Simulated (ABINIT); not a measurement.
Band structure of CuS (Fm-3m, 2 atoms in the cell).

```xyz
2
Lattice="0.0000 2.4399 2.4399 2.4399 0.0000 2.4399 2.4399 2.4399 0.0000" Properties=species:S:1:pos:R:3 pbc="T T T"
Cu     0.0000     0.0000     0.0000
S      2.4399     2.4399     2.4399
```

Level of theory: PBEsol, PAW (JTH v2.0 PBE PAW, files made for PBE) (plane waves; ABINIT).

Settings: pseudos = [Cu.GGA_PBE-JTH.xml, S.GGA_PBE-JTH.xml]; ecut = 60 Ry; pawecutdg = 120 Ry; pawxcdev = 0; ixc = -116133; occopt = 3; tsmear = 0.1 eV; ngkpt = 8 8 8; nshiftk = 1; shiftk = 0 0 0; potentials = JTH v2.0 PBE PAW; kptopt = 1; nstep = 80.

The starting cell comes from a database of computed structures (which also holds hypothetical and non-ambient phases and stackings), without a prior relaxation at this level. Spin polarisation is off; with an odd number of electrons in the cell that forces a metal, and a magnetic state may lie lower. The potentials were made for another functional than the one used.

Levels in eV from the Fermi level, bands 10 to 17:
```csv
point,10,11,12,13,14,15,16,17
Γ,-2.93,-0.84,-0.84,-0.84,3.62,9.53,9.53,9.53
X,-2.77,-2.38,-2.38,-2.00,1.10,5.97,13.14,14.37
W,-2.29,-2.29,-2.16,-1.96,5.00,7.91,8.67,8.67
K,-2.44,-2.21,-2.02,-1.02,3.04,7.42,10.29,10.62
L,-2.50,-2.18,1.03,1.03,4.14,6.17,6.17,10.09
U,-2.44,-2.21,-2.02,-1.02,3.04,7.42,10.29,10.62
```

Bands cross the Fermi level along this path, so the cell is metallic at this level.
